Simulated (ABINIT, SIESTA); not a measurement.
An ABINIT input for a self-consistent single point of FeO (Fm-3m, 4 atoms in the cell) (DFT, PBE, plane waves, norm-conserving pseudopotentials (PseudoDojo nc-sr-05 PBE standard)):

```
# FeO, PseudoDojo nc-sr-05 PBE standard
pp_dirpath "./"
pseudos "Fe.upf, O.upf"
acell 10.2690238320 10.2690238320 10.2690238320
rprim
         0.8164965196    0.4082483518    0.4082483518
         0.4082483518    0.8164965196    0.4082483518
         0.4082483518    0.4082483518    0.8164965196
natom 4
ntypat 2
znucl 26 8
typat 1 1 2 2
xcart
         0.0000000000    0.0000000000    0.0000000000
         8.3846231632    8.3846231632    8.3846231632
         4.1923115816    4.1923115816    4.1923115816
        12.5769347449   12.5769347449   12.5769347449
chkprim 0
ecut 1225 eV
nsppol 2
spinat
      0 0 4
      0 0 -4
      0 0 0
      0 0 0
occopt 3
tsmear 0.00036749
nband 29
kptopt 1
ngkpt 7 7 7
nshiftk 1
shiftk 0 0 0
nstep 60
toldfe 1.0e-09
prtwf 0
prtden 0
prtvol 1
```

Q: Translate this input to SIESTA.

A: One input that does it (others would too):

```
# files in the folder: Fe.psml O.psml (PseudoDojo PBE standard)
SystemName  FeO
SystemLabel siesta

NumberOfAtoms                4
NumberOfSpecies              2
%block ChemicalSpeciesLabel
  1 26 Fe
  2 8 O
%endblock ChemicalSpeciesLabel
LatticeConstant              1.0 Ang
%block LatticeVectors
     4.436951000    2.218476000    2.218476000
     2.218476000    4.436951000    2.218476000
     2.218476000    2.218476000    4.436951000
%endblock LatticeVectors
AtomicCoordinatesFormat      Fractional
%block AtomicCoordinatesAndAtomicSpecies
     0.000000000    0.000000000    0.000000000  1
     0.500000000    0.500000000    0.500000000  1
     0.250000000    0.250000000    0.250000000  2
     0.750000000    0.750000000    0.750000000  2
%endblock AtomicCoordinatesAndAtomicSpecies

XC.functional                GGA
XC.authors                   PBE
PAO.BasisSize                DZP
PAO.EnergyShift              0.01 Ry
MeshCutoff                   400 Ry
%block kgrid.MonkhorstPack
    7   0   0  0.0
    0   7   0  0.0
    0   0   7  0.0
%endblock kgrid.MonkhorstPack
OccupationFunction           FD
ElectronicTemperature        10.0 meV
Spin                         polarized
%block DM.InitSpin
  1 +4.00
  2 -4.00
  3 +0.00
  4 +0.00
%endblock DM.InitSpin

MaxSCFIterations             150
SCF.Mixer.Method             Broyden
SCF.Mixer.Weight             0.1
SCF.Mixer.History            8
SCF.DM.Tolerance             1.0E-04
Diag.ParallelOverK           true
WriteForces                  true
Charge.Mulliken              end
```

Basis, cutoffs, solver keys and any potentials are the target program's own. This input uses DFT, GGA PBE, numerical atomic orbitals DZP, PseudoDojo PBE standard norm-conserving potentials (rewritten from UPF to PSML). Both were run: pressure -14.07 GPa in ABINIT and -17.32 in SIESTA; size of the net moment 0.00 μB/atom in ABINIT and 0.00 in SIESTA.

On SIESTA: the starting cell has typed, rounded lattice constants, without a prior relaxation at this level. Its lattice was rescaled by a random factor within 2.5 % of one. The magnetic order is the one reached from the typed start; others were not searched systematically. Values carry the incompleteness of an atom-centred basis. With a pressure of about -17 GPa the cell is away from its equilibrium volume at this level.

On ABINIT: the starting cell has typed, rounded lattice constants, without a prior relaxation at this level. Its lattice was rescaled by a random factor within 2.5 % of one. The magnetic order is the one reached from the typed start; others were not searched systematically. With a pressure of about -14 GPa the cell is away from its equilibrium volume at this level.
